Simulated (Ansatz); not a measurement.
## A computed series for Be: response to strain

The parent structure is Be in the hcp (Mg type) structure (space group P6_3/mmc, No. 194; a = 2.255 Å, c = 3.558 Å; relaxed with 0.1 eV smearing). Axes: x lies along a and z along c of the hexagonal cell.

Strains are applied to the cell and any free atomic positions relax.

Level of theory: plane-wave PAW DFT at the PBEsol level (Ansatz, a program for electronic structure, 420 eV), no spin-orbit coupling.

Candidates:
(a) uniaxial strain ε_xx = +2.50 %
(b) uniaxial strain ε_xx = −2.50 %
(c) uniaxial strain ε_xx = +0.50 %
(d) uniaxial strain ε_xx = −1.00 %

Notes on the quantities. energy relative to the base: free energy F.

Task: Order them by energy relative to the base, lowest first.

Result: (c) uniaxial strain ε_xx = +0.50 % (+0.2 meV/atom), (d) uniaxial strain ε_xx = −1.00 % (+0.8 meV/atom), (a) uniaxial strain ε_xx = +2.50 % (+4.5 meV/atom), (b) uniaxial strain ε_xx = −2.50 % (+5.3 meV/atom)

Whether these cells are dynamically stable was not tested.
